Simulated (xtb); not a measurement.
xtb 6.7.1, GFN1-xTB: Mo(O)2(Me)2 ([CH3][Mo]([CH3])(=[O])=[O]), 11 atoms. The geometry is a generated start, not checked to be a minimum at this level.

```yaml
run_flags: --grad
method: GFN1-xTB
"--acc": 1 (default)
"--etemp (K)": 300 (default)
basis_functions: 38
valence_electrons: 32
```

```xyz
11

Mo     0.9593    -0.1072     0.1179
O      1.8966     0.5760    -1.0371
O      1.4378    -0.9095     1.4599
C     -0.3710    -1.4145    -0.9140
H     -1.2492    -0.7970    -1.2022
H     -0.7469    -2.2544    -0.3134
H      0.0077    -1.8493    -1.8467
C     -0.2906     1.4632     0.8345
H      0.2327     2.2910     1.3296
H     -1.0205     1.0812     1.5704
H     -0.8559     1.9206     0.0013
```

Charge 0 and multiplicity 1 are set for this test and not shown to be the ground state.

One run each on 1 thread. Values of broydamp tried: 0.02, 0.05, 0.1, 0.2, 0.4 (default), 0.6, 0.8, 1.

### Question
Predict the course of the SCC iterations along this series.

### Answer
Fewest SCC iterations, within one of each other: 0.2 with 11, 0.4 (default) with 10, 0.6 with 11, 0.8 with 11. The count rises to 19 at 0.02. All converge to one solution.

```
broydamp       SCC iterations            end
-------------  --------------  -------------
0.02                       19  same solution
0.05                       15  same solution
0.1                        14  same solution
0.2                        11  same solution
0.4 (default)              10  same solution
0.6                        11  same solution
0.8                        11  same solution
1                          12  same solution
```
